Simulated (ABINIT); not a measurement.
## σyy against uniaxial strain in fcc Sr (space group 225): C12 (ABINIT, PBEsol)

```
CELL_PARAMETERS angstrom
      0.00000     2.96104     2.96104
      2.91662     0.00000     2.96104
      2.91662     2.96104     0.00000
ATOMIC_POSITIONS crystal
  Sr 0.00000 0.00000 0.00000
```

Method: PBEsol, norm-conserving pseudopotentials (PseudoDojo nc-sr-04 PBEsol standard) (plane waves; ABINIT). Settings: pseudos = [Sr.upf]; ecut = 1197 eV; occopt = 3; tsmear = 0.05 eV; ngkpt = 26 26 26; nshiftk = 1; shiftk = 0 0 0; potentials = PseudoDojo nc-sr-04 PBEsol standard; nband = 10; kptopt = 1; nstep = 50; toldfe = 1e-09 Ha. The cell above is the first row's. The rows stretch one cube axis (x) by the strain ε and hold the other two. Stress is positive in tension. In all rows the k mesh is held.

| ε (%) | σyy (GPa) |
|---|---|
| -1.5 | ? |
| -1.0 | -0.110 |
| -0.5 | -0.054 |
| 0.0 | 0.001 |
| 0.5 | 0.055 |
| 1.0 | 0.106 |
| 1.5 | 0.156 |
| 2.0 | 0.204 |

The 7 complete rows are fitted with a parabola, σyy against ε. Least squares gives σyy = 0.0013 + 0.10817·ε - 0.00338·ε². Residuals (row less fit): 0.0003, -0.0004, -0.0003, 0.0005, -0.0001, 0.0000, -0.0001; standard error 0.0004 (degrees of freedom: 4). The slope at ε = 0, 0.10817 GPa per cent, gives C12 ≈ 100 × 0.10817 = 11 GPa, for the static lattice.

Question: Predict the withheld σyy at ε = -1.5 from the fit, and compare with the calculation.

Answer: σyy = 0.0013 + 0.10817 × (-1.5) - 0.00338 × (-1.5)² = -0.1686 GPa. The calculation gives -0.169 GPa, which the fit meets to the printed digits. The row lies outside the fitted rows, so this is an extrapolation. From the scatter of the fitted rows alone, a prediction at this place has a standard error of 0.0007 GPa, so the miss is 0.6 times that.

Carrying the step between the two nearest rows on in a straight line would have given -0.166, off by 0.003; series whose last step already gives the withheld value aren't shown. The reference cell has the volume at which an earlier scan in this program and functional put its minimum by a fit. The unstrained cell stands at a pressure of 0.00 GPa, and the constants belong to that pressure. Without a gap such slopes are sensitive to mesh and smearing. Cutoffs and mesh are single choices, not tested for convergence of this quantity. Series with a scatter that would blur these digits, or in which a gap closes, are not shown. Strain series were run only where this level's volume lies within 10 % of a first guess from the measured size.
